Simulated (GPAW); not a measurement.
Worked example: self-consistent single point of YMg14Al (P-6m2, 16 atoms in the cell) in GPAW.

Method: PBEsol, GPAW PAW datasets PBEsol (made by gpaw-setup) (plane waves; GPAW 25.7.0).

```
CELL_PARAMETERS angstrom
      6.43188     0.00000     0.00000
     -3.21594     5.57017     0.00000
      0.00000     0.00000    10.34133
ATOMIC_POSITIONS crystal
  Y  0.00000 0.00000 0.50000
  Mg 0.99704 0.49852 0.00000
  Mg 0.50148 0.00296 0.00000
  Mg 0.50148 0.49852 0.00000
  Mg 0.00896 0.50448 0.50000
  Mg 0.49552 0.99104 0.50000
  Mg 0.49552 0.50448 0.50000
  Mg 0.16555 0.83445 0.24353
  Mg 0.66890 0.83445 0.75647
  Mg 0.16555 0.33110 0.24353
  Mg 0.16555 0.83445 0.75647
  Mg 0.66890 0.83445 0.24353
  Mg 0.16555 0.33110 0.75647
  Mg 0.66667 0.33333 0.25623
  Mg 0.66667 0.33333 0.74377
  Al 0.00000 0.00000 0.00000
```

Reference input (self-consistent single point, DFT PBEsol, plane waves, GPAW PAW datasets PBEsol (made by gpaw-setup)): mode = pw; ecut = 800 eV; xc = PBEsol; kpts = 3 3 2; mesh shift (steps) = 0 0 0; occupations.name = methfessel-paxton; occupations.width = 0.05 eV; occupations.order = 1; nbands = -22; convergence.forces = 0.001 eV/Å; symmetry.symmorphic = false; symmetry.tolerance = 0.0005. This run's input differs from it in these lines:

```diff
@@ -26,3 +26,3 @@
 
-calc = GPAW(mode={'name': 'pw', 'ecut': 800},
+calc = GPAW(mode={'name': 'pw', 'ecut': 560},
             xc='PBEsol',
```

Output (repeated stretches shortened):

```
     iter     time        total  log10-change:
                         energy   eigst   dens  force
iter:   1 --:--:--   -34.802278
iter:   2 --:--:--   -34.853968   -0.44  -1.47
iter:   3 --:--:--   -34.692612   -1.44  -1.52
iter:   4 --:--:--   -34.628315   -1.85  -1.62
iter:   5 --:--:--   -34.610822   -2.60  -1.84
iter:   6 --:--:--   -34.579623c  -2.36  -1.95
iter:   7 --:--:--   -34.574148c  -3.61  -2.69
iter:   8 --:--:--   -34.557265c  -3.85  -2.73
iter:   9 --:--:--   -34.553602c  -4.43  -2.97
iter:  10 --:--:--   -34.553195c  -5.43  -3.08
iter:  11 --:--:--   -34.550527c  -4.61  -3.11
iter:  12 --:--:--   -34.550360c  -5.11  -3.59
iter:  13 --:--:--   -34.550358c  -6.32  -3.72
iter:  14 --:--:--   -34.550358c  -6.66  -3.75
iter:  15 --:--:--   -34.550368c  -7.03  -3.83
iter:  16 --:--:--   -34.550370c  -7.05  -3.89
iter:  17 --:--:--   -34.550376c  -6.97  -3.96
iter:  18 --:--:--   -34.550373c  -6.81  -4.06c
iter:  19 --:--:--   -34.550373c  -7.86c -4.85c
iter:  20 --:--:--   -34.550372c  -8.27c -4.97c -2.91
iter:  21 --:--:--   -34.550372c  -9.09c -5.21c -3.74c
Converged after 21 iterations.

Dipole moment: (-13.784421, 7.958444, -0.000000) |e|*Ang

Energy contributions relative to reference atoms: (reference = -174755.161090)

Kinetic:        -20.545160
Potential:      +39.514742
External:        +0.000000
XC:             -52.729922
Entropy (-ST):   -0.004900
Local:           -0.786765
SIC:             +0.000000
--------------------------
Free energy:    -34.552005
Extrapolated:   -34.550372

Showing only first 2 kpts
 Kpt  Band  Eigenvalues  Occupancy
  0    75      2.90385    2.00000
  0    76      2.91136    2.00000
  0    77      2.97089    2.00000
  0    78      2.97090    2.00000

  1    75      2.61444    2.00000
  1    76      3.60639    2.00007
  1    77      3.60640    2.00007
  1    78      4.23927   -0.00000

Fermi level: 3.76544

No gap
   [... lines left out ...]
 10 Mg   -0.02919    0.01685    0.08539
 11 Mg    0.02919    0.01685   -0.08539
 12 Mg   -0.00000   -0.03371    0.08539
 13 Mg   -0.00000   -0.00000    0.01636
 14 Mg   -0.00000   -0.00000   -0.01636
 15 Al   -0.00000    0.00000    0.00000

Stress tensor:
     0.001730    -0.000000     0.000000
    -0.000000     0.001730     0.000000
     0.000000     0.000000     0.012030
Stress (GPa, Voigt): [ 0.2772  0.2772  1.9274  0.      0.     -0.    ]
```

The run converged in 21 iterations. GPAW prints stress with tension positive. Against the reference run the free energy goes up by 1.7 meV/atom, the pressure goes from -0.72 to -0.83 GPa and the largest force stays at 0.092 eV/Å.

The starting cell comes from a database of computed structures (which also holds hypothetical and non-ambient phases and stackings), without a prior relaxation at this level.

Cost on one core of a shared machine: roughly 5 min.
